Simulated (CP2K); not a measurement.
Parameter sweep on LaSi₂Au₂ (I4/mmm, 5 atoms in the cell)

```yaml
crystal:
  lattice:
    - [5.96241, 0.00000, 0.00000]
    - [2.73932, 5.29590, 0.00000]
    - [-4.35086, -2.64795, 3.09979]
  atoms:
    - { symbol: La, position: [0.00000, 0.00000, 0.00000] }
    - { symbol: Si, position: [0.61582, 0.61582, 0.00000] }
    - { symbol: Si, position: [0.38418, 0.38418, 0.00000] }
    - { symbol: Au, position: [0.75000, 0.25000, 0.50000] }
    - { symbol: Au, position: [0.25000, 0.75000, 0.50000] }
```

Base run A: PBEsol, GPW, DZVP-MOLOPT-SR-GTH basis, GTH-PBE potentials (GTH_POTENTIALS) in CP2K, self-consistent single point.

Its settings: CUTOFF = 500 Ry; REL_CUTOFF = 50 Ry; SMEAR/METHOD = MARZARI_VANDERBILT; SIGMA = 0.136 eV; KPOINTS/SCHEME = MONKHORST-PACK 6 6 6; GAMMA_CENTERED = T; XC_FUNCTIONAL = PBE:PBESOL; La/BASIS_SET = DZVP-MOLOPT-SR-GTH-q11; La/POTENTIAL = GTH-PBE-q11; Si/BASIS_SET = DZVP-MOLOPT-SR-GTH-q4; Si/POTENTIAL = GTH-PBE-q4; Au/BASIS_SET = DZVP-MOLOPT-SR-GTH-q11; Au/POTENTIAL = GTH-PBE-q11; METHOD = GPW; EPS_DEFAULT = 1e-10; NGRIDS = 5; SCF_GUESS = ATOMIC; EPS_SCF = 1e-07; MAX_SCF = 100; ADDED_MOS = 8.

The starting cell comes from a database of computed structures (which also holds hypothetical and non-ambient phases and stackings), without a prior relaxation at this level. Values carry the incompleteness of an atom-centred basis. The potentials were made for another functional than the one used.

Absolute energies have different zeros for different potentials, functionals, Hubbard and dispersion terms and are not compared across them.

```csv
run,change,pressure (GPa),largest force (eV/Å)
A,base,0.38,0.041
B,XC_FUNCTIONAL: PBE:PBESOL → PADE; La/POTENTIAL: GTH-PBE-q11 → GTH-PADE-q11; Si/POTENTIAL: GTH-PBE-q4 → GTH-PADE-q4; Au/POTENTIAL: GTH-PBE-q11 → GTH-PADE-q11 [LDA (Pade form)],-3.21,0.008
C,XC_FUNCTIONAL: PBE:PBESOL → GGA_X_WC + GGA_C_PBE [Wu-Cohen GGA],1.05,0.107
D,XC_FUNCTIONAL: PBE:PBESOL → GGA_X_RPW86 + PW92; NON_LOCAL/TYPE: default → LMKLL; NON_LOCAL/CUTOFF: default → 100 Ry [vdW-DF2],13.67,1.006
E,XC_FUNCTIONAL: PBE:PBESOL → GGA_X_LV_RPW86 + PW92; NON_LOCAL/TYPE: default → DRSLL; NON_LOCAL/CUTOFF: default → 100 Ry [vdW-DF-cx],1.77,0.224
```

Run E against A: The pressure goes from 0.38 to 1.77 GPa and the largest force goes from 0.041 to 0.224 eV/Å.

Run D against A: The pressure goes from 0.38 to 13.67 GPa and the largest force goes from 0.041 to 1.006 eV/Å.

Left out of this page: 3 runs of the series held back from this collection.
